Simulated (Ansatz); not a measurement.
## RuAl (R-3m): band-structure transport figures

Data:

```yaml
crystal:
  lattice:
    - [2.97790, 0.00361, 0.00361]
    - [0.00361, 2.97790, 0.00361]
    - [0.00361, 0.00361, 2.97790]
  atoms:
    - { symbol: Al, position: [0.00000, 0.00000, 0.00000] }
    - { symbol: Ru, position: [0.50000, 0.50000, 0.50000] }
```

Computed with PBEsol, rigid bands (plane waves, PAW, scalar-relativistic; Ansatz, an electronic-structure program). Condition of this run: uniaxial stress along [111] of -1 GPa (compression positive) (the target of the relaxation). Geometry: cell and atoms relaxed with PBEsol, then loaded as said.

| Item | Value |
|---|---|
| density of states at the Fermi level | 1.59 states/(eV·cell), both spins |
| bare Sommerfeld coefficient | 1.88 mJ/(mol of atoms·K²) |
| Drude plasma energy | 7.9 eV |
| root-mean-square Fermi velocity | 6.3e5 m/s |
| resistivity times τ | 7.9 ×10⁻²² Ω·m·s |

A metal at this level (no band gap); rigid bands, thermally averaged at 300 K, both spins. Spin-orbit coupling is left out. τ is one relaxation time for all states.
